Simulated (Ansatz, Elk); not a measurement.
An Ansatz (an electronic-structure program) input for a self-consistent single point of KCl (Fm-3m, 2 atoms in the cell) (DFT, PBE, plane waves, default PAW files):

Ansatz 0.2 input:
```yaml
# KCl
crystal:
  lattice:
    - [0.000000, 3.145000, 3.145000]
    - [3.145000, 0.000000, 3.145000]
    - [3.145000, 3.145000, 0.000000]
  atoms:
    - { symbol: K, position: [0.000000, 0.000000, 0.000000] }
    - { symbol: Cl, position: [0.500000, 0.500000, 0.500000] }
basis:
  ecutwfc: 420.0
kpoints:
  mp_grid: { grid: [6, 6, 6] }
hamiltonian:
  xc: pbe
  pseudopotentials: { kind: paw }
scf:
  occupations: { method: fermi_dirac, width: 0.05 }
output:
  forces: true
  eigenvalues: true
  stress: true
```

Question: Write the same calculation as an input for Elk.

Answer: One input that does it (others would too):

```
tasks
  0

xctype
  20

rgkmax
  8.0

gmaxvr
  16.0

nxlo
  2

lorbcnd
  .true.

lmaxi
  3

stype
  3

swidth
  0.00183747

avec
    0.0000000000    5.9431886619    5.9431886619
    5.9431886619    0.0000000000    5.9431886619
    5.9431886619    5.9431886619    0.0000000000

atoms
  2   : nspecies
  'K.in'   : spfname
  1   : natoms; atposl, bfcmt below
  0.0000000000  0.0000000000  0.0000000000    0.0 0.0 0.0
  'Cl.in'   : spfname
  1   : natoms; atposl, bfcmt below
  0.5000000000  0.5000000000  0.5000000000    0.0 0.0 0.0

ngridk
  6 6 6
```

Basis, cutoffs, solver keys and any potentials are the target program's own. This input uses DFT, PBE, all-electron FP-LAPW, Elk's shipped species files, APW+lo basis with extra local orbitals. Both were run: gap on the mesh 5.194 eV in Ansatz and 5.174 in Elk.

On Elk: the starting cell has typed, rounded lattice constants, without a prior relaxation at this level. Values depend on the basis (sphere radii, cutoffs, local orbitals), which need not be converged.

On Ansatz: the starting cell has typed, rounded lattice constants, without a prior relaxation at this level.
